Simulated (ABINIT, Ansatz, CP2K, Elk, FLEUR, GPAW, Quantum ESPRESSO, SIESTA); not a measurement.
Code comparison for Tl (P6_3/mmc, 4 atoms in the cell)

Self-consistent single point, at a second geometry (lattice scaled by 0.98). First geometry:

```yaml
crystal:
  lattice:
    - [3.47706, 0.00000, 0.00000]
    - [-1.73853, 3.01122, 0.00000]
    - [0.00000, 0.00000, 11.16421]
  atoms:
    - { symbol: Tl, position: [0.00000, 0.00000, 0.00000] }
    - { symbol: Tl, position: [0.00000, 0.00000, 0.50000] }
    - { symbol: Tl, position: [0.33333, 0.66667, 0.25000] }
    - { symbol: Tl, position: [0.66667, 0.33333, 0.75000] }
```

Shared settings, as Ansatz (a program for electronic structure) writes them: kpoints.mp_grid.grid = 11 11 3; scf.occupations.method = fermi_dirac; scf.occupations.width = 0.1 eV. Potentials and cutoffs stand in the table.

```tsv
code	model	ΔF from the first geometry (meV/atom)	pressure (GPa)	cutoff
Elk	PBE, all-electron FP-LAPW, Elk's shipped species files, default APW+lo basis	26.2	–	rgkmax 7
GPAW	PBE, GPAW PAW datasets PBE (gpaw-data 1.0.1)	32.6	4.41	600 eV
Quantum ESPRESSO	PBE, PseudoDojo standard norm-conserving (PBE) pseudopotentials	34.7	4.63	65 Ry
ABINIT	PBE, norm-conserving pseudopotentials (PseudoDojo nc-sr-05 PBE standard)	34.7	4.63	816 eV
CP2K	PBE, GPW, TZVP-MOLOPT-SR-GTH basis, GTH-PBE potentials (GTH_POTENTIALS)	39.4	5.13	grid 500 Ry
FLEUR	PBE, all-electron FLAPW (FLEUR), scalar-relativistic valence	37.2	–	Kmax 3.8 1/bohr
Ansatz	PBE, PAW files	36.5	4.80	420 eV
SIESTA	GGA PBE, numerical atomic orbitals DZP, PseudoDojo PBE standard norm-conserving potentials (rewritten from UPF to PSML)	35.1	4.78	grid 400 Ry
```

A dash marks a value that a program does not give, or that is left out as unsure.

On Ansatz's run: spin-orbit coupling is off.

The spread over the programs that give each value: ΔF from the first geometry within 13.2 meV/atom; pressure within 0.72 GPa.

CP2K and SIESTA use small atom-centred bases, whose incompleteness enters pressures, forces and empty levels differently from a plane-wave cutoff. Elk and FLEUR treat all electrons, but the usual bases taken here (sphere radii, linearisation, local orbitals, empty states) were not tested for convergence, so the values are no reference for the others. Ansatz's pressure is given at a fixed set of plane waves, as the other plane-wave codes print theirs.

The starting cell comes from a database of computed structures (which also holds hypothetical and non-ambient phases and stackings), without a prior relaxation at this level. Its lattice was rescaled by a random factor within 2.5 % of one. For this run, on top of that: lattice scaled by 0.98.

Keys are those of Ansatz 0.2.
